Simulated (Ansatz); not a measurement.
# Effect of Au → Tl on Nb3Au

Base system: Nb3Au in the A15 (Cr3Si type) structure (space group Pm-3n, No. 223; a = 5.1743 Å).

The change: full substitution Au → Tl; the structure is relaxed again.

Method: PBEsol (Ansatz, a first-principles code; PAW; 420 eV plane waves; no spin-orbit coupling). Γ-centred 9×9×9 mesh, Fermi–Dirac width 0.05 eV.

```json
{
 "volume_per_atom": "18.40 Å³ (base 17.32 Å³)",
 "density": "10.90 g/cm³ (base 11.40 g/cm³)",
 "space_group": "Pm-3n (No. 223) (base Pm-3n (No. 223))",
 "shortest_interatomic_distance": "2.640 Å (base 2.587 Å)",
 "band_gap": "zero (base zero)"
}
```

Whether these cells are dynamically stable was not tested. The final runs are not spin-polarised.
